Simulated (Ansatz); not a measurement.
Inside the gap of an insulator the Bloch states are evanescent, with a wavenumber k + iκ along the transport direction.

Consider the following.

```xyz
2
Lattice="3.3991 0.0000 0.0000 0.0000 3.3991 0.0000 1.6996 -1.6996 2.4036" Properties=species:S:1:pos:R:3 pbc="T T T"
Ca     0.0000     0.0000     0.0000
O      1.6996     1.6996     0.0000
```

Space group of this cell: Fm-3m, rock salt. The cell is taken as given; by r2SCAN its mean pressure is -0.9 GPa.

Transport runs along the normal of the first two printed cell vectors, the (001) plane of the conventional cell.

No gap correction and no spin-orbit coupling; mid-gap values are interpolated between computed energies.

Task: Compute, with r2SCAN (Ansatz, an electronic-structure program), the band gap and the smallest decay constant κ at mid-gap.

Result: Gap 4.20 eV on a 12×12×12 mesh; κ = 0.323 1/Å, at the zone centre.
